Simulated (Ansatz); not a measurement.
We consider LuI3 (model structure, started from the ReO3 type, Pm-3m, No. 221, 4 atoms in the cell), described by r²SCAN+SOC (PAW; Ansatz, an electronic-structure program).

Run with plane-wave cutoff 560 eV, 6×6×6 k mesh, Fermi–Dirac smearing 0.01 eV, PAW data made under PBE.

Cell (relaxed with PBEsol):

```
LuI3
1.0
    5.84354     0.00000     0.00000
    0.00000     5.84354     0.00000
    0.00000     0.00000     5.84354
Lu I
1 3
Cartesian
  0.00000   0.00000   0.00000
  2.92177   0.00000   0.00000
  0.00000   0.00000   2.92177
  0.00000   2.92177   0.00000
```

Predict the band gap and smallest direct gap on the k points sampled.


- band gap: 2.37 eV (indirect)
- smallest direct gap on the k points sampled: 2.74 eV

Note: the relaxation could raise the start's symmetry but not lower it, so the cell can be a saddle point; cell and atoms aren't relaxed at this level (pressure 1.0 GPa).

The computed numbers hold no vibrational or temperature effects.

It cost very roughly 16 core-minutes of CPU time.

A model structure was made by putting elements into a prototype or built by hand; it is no filed structure, need not be a known phase, and can be a saddle point held by its symmetry.
